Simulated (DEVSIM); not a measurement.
Device: W/SiON/n-Ge capacitor, at 300 K.

```csv
layer (left to right),material,thickness (nm),Nd (cm⁻³)
1,SiON,6.90,-
2,Ge,2000,9.1e16
```

Metal gate on the left, work function 4.6 eV. Fixed charge at the semiconductor interface 1.6e10 cm⁻² (in units of +e); no interface traps.

Constants are typed, rounded textbook-type inputs, not results; the design itself was drawn at random and stands for no fabricated device. Values at 300 K.

```csv
parameter,SiON,Ge
gap (eV),7,0.664
affinity (eV),1.4,4
permittivity,5.5,16
Nc (cm⁻³),-,1.04e19
Nv (cm⁻³),-,6e18
```

DEVSIM, 1D Poisson equation in equilibrium, Boltzmann statistics, complete ionisation; no quantum confinement or tunnelling. Metal contacts follow the ideal Schottky-Mott rule: no Fermi-level pinning, no interface dipoles.

Question: Tabulate band edges, carrier densities and field at 0.1 V on the gate.

Answer: Energies count from the Fermi level of the right contact; mesh points crowd at the junctions.

```json
[
 {"x (μm)": "0.000", "Ec (eV)": "3.100", "Ev (eV)": "-3.900", "n (cm⁻³)": "< 1e2", "p (cm⁻³)": "< 1e2", "field (V/cm)": "-200000"},
 {"x (μm)": "0.001123", "Ec (eV)": "3.078", "Ev (eV)": "-3.922", "n (cm⁻³)": "< 1e2", "p (cm⁻³)": "< 1e2", "field (V/cm)": "-200000"},
 {"x (μm)": "0.002850", "Ec (eV)": "3.043", "Ev (eV)": "-3.957", "n (cm⁻³)": "< 1e2", "p (cm⁻³)": "< 1e2", "field (V/cm)": "-200000"},
 {"x (μm)": "0.005015", "Ec (eV)": "3.000", "Ev (eV)": "-4.000", "n (cm⁻³)": "< 1e2", "p (cm⁻³)": "< 1e2", "field (V/cm)": "-200000"},
 {"x (μm)": "0.006757", "Ec (eV)": "2.966", "Ev (eV)": "-4.034", "n (cm⁻³)": "< 1e2", "p (cm⁻³)": "< 1e2", "field (V/cm)": "-200000"},
 {"x (μm)": "0.007804", "Ec (eV)": "0.357", "Ev (eV)": "-0.307", "n (cm⁻³)": "1.0e13", "p (cm⁻³)": "4.2e13", "field (V/cm)": "-66000"},
 {"x (μm)": "0.01009", "Ec (eV)": "0.342", "Ev (eV)": "-0.322", "n (cm⁻³)": "1.8e13", "p (cm⁻³)": "2.4e13", "field (V/cm)": "-63000"},
 {"x (μm)": "0.01735", "Ec (eV)": "0.299", "Ev (eV)": "-0.365", "n (cm⁻³)": "9.8e13", "p (cm⁻³)": "4.5e12", "field (V/cm)": "-56000"},
 {"x (μm)": "0.03020", "Ec (eV)": "0.236", "Ev (eV)": "-0.428", "n (cm⁻³)": "1.1e15", "p (cm⁻³)": "3.9e11", "field (V/cm)": "-43000"},
 {"x (μm)": "0.05555", "Ec (eV)": "0.159", "Ev (eV)": "-0.505", "n (cm⁻³)": "2.2e16", "p (cm⁻³)": "2.0e10", "field (V/cm)": "-19000"},
 {"x (μm)": "0.1107", "Ec (eV)": "0.124", "Ev (eV)": "-0.540", "n (cm⁻³)": "8.6e16", "p (cm⁻³)": "5.1e9", "field (V/cm)": "-900"},
 {"x (μm)": "0.2858", "Ec (eV)": "0.122", "Ev (eV)": "-0.541", "n (cm⁻³)": "9.1e16", "p (cm⁻³)": "4.8e9", "field (V/cm)": "≈ 0"},
 {"x (μm)": "0.5761", "Ec (eV)": "0.122", "Ev (eV)": "-0.541", "n (cm⁻³)": "9.1e16", "p (cm⁻³)": "4.8e9", "field (V/cm)": "≈ 0"},
 {"x (μm)": "1.163", "Ec (eV)": "0.122", "Ev (eV)": "-0.541", "n (cm⁻³)": "9.1e16", "p (cm⁻³)": "4.8e9", "field (V/cm)": "≈ 0"},
 {"x (μm)": "1.692", "Ec (eV)": "0.122", "Ev (eV)": "-0.541", "n (cm⁻³)": "9.1e16", "p (cm⁻³)": "4.8e9", "field (V/cm)": "≈ 0"},
 {"x (μm)": "1.858", "Ec (eV)": "0.122", "Ev (eV)": "-0.541", "n (cm⁻³)": "9.1e16", "p (cm⁻³)": "4.8e9", "field (V/cm)": "≈ 0"},
 {"x (μm)": "1.934", "Ec (eV)": "0.122", "Ev (eV)": "-0.541", "n (cm⁻³)": "9.1e16", "p (cm⁻³)": "4.8e9", "field (V/cm)": "≈ 0"},
 {"x (μm)": "1.973", "Ec (eV)": "0.122", "Ev (eV)": "-0.541", "n (cm⁻³)": "9.1e16", "p (cm⁻³)": "4.8e9", "field (V/cm)": "≈ 0"},
 {"x (μm)": "1.995", "Ec (eV)": "0.122", "Ev (eV)": "-0.541", "n (cm⁻³)": "9.1e16", "p (cm⁻³)": "4.8e9", "field (V/cm)": "≈ 0"},
 {"x (μm)": "2.002", "Ec (eV)": "0.122", "Ev (eV)": "-0.541", "n (cm⁻³)": "9.1e16", "p (cm⁻³)": "4.8e9", "field (V/cm)": "≈ 0"},
 {"x (μm)": "2.005", "Ec (eV)": "0.122", "Ev (eV)": "-0.541", "n (cm⁻³)": "9.1e16", "p (cm⁻³)": "4.8e9", "field (V/cm)": "≈ 0"},
 {"x (μm)": "2.007", "Ec (eV)": "0.122", "Ev (eV)": "-0.541", "n (cm⁻³)": "9.1e16", "p (cm⁻³)": "4.8e9", "field (V/cm)": "≈ 0"}
]
```
